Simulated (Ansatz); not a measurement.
The reference is BeS (space group P6_422, No. 181; a = 3.424 Å, c = 7.746 Å; a hypothetical phase, not in the database extracts checked). Axes: x lies along a and z along c of the hexagonal cell.

The change: uniaxial stress, 5 GPa tension along z, with the cell and atoms free to relax against it.

Levels (all Ansatz, a program for electronic structure, PAW): PBEsol (420 eV, spin-orbit coupling left out); r2SCAN (500 eV, spin-orbit coupling left out).

The geometry is relaxed with PBEsol.

```
Property                        Value
--------------------------  ---------
PBEsol band gap               2.58 eV
PBEsol smallest direct gap    3.95 eV
PBEsol pressure             -1.66 GPa
```

Question: What does r2SCAN give at this geometry for the band gap, smallest direct gap and pressure?

Answer: The band gap grows by 0.638 eV to 3.21 eV; the smallest direct gap rises by 0.72 eV, from 3.95 eV to 4.67 eV; the pressure increases by 2.748 GPa, from -1.66 GPa to 1.08 GPa.

Single points use the geometry relaxed with PBEsol. Their cutoffs differ, which shifts pressures a little. Load acts through the strain it causes; cell and atoms are relaxed under it. Stability under load was not tested beyond the relaxation. The base started in P3_121 and relaxed to P6_422 at this level.
